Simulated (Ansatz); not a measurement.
## Pressure series in Y

Base system: Y in the hcp (Mg type) structure (space group P6_3/mmc, No. 194; a = 3.656 Å, c = 5.679 Å).

Cell and atoms are relaxed at each pressure.

Level of theory: PBE (Ansatz, an electronic-structure program), without spin-orbit coupling, earlier PAW set.

Candidates:
(a) pressure 75 GPa
(b) pressure 30 GPa
(c) pressure 7 GPa

Base values:

```
Quantity   Result
---------  ------
c/a ratio   1.553
```

Q: Order them by c/a ratio, lowest first.

A: (c) pressure 7 GPa (1.561), (b) pressure 30 GPa (1.615), (a) pressure 75 GPa (1.688)

Load acts through the strain it causes; cell and atoms are relaxed under it. Stability against distortions was not tested. Competing high-pressure phases were not computed. All final runs are without spin polarisation.
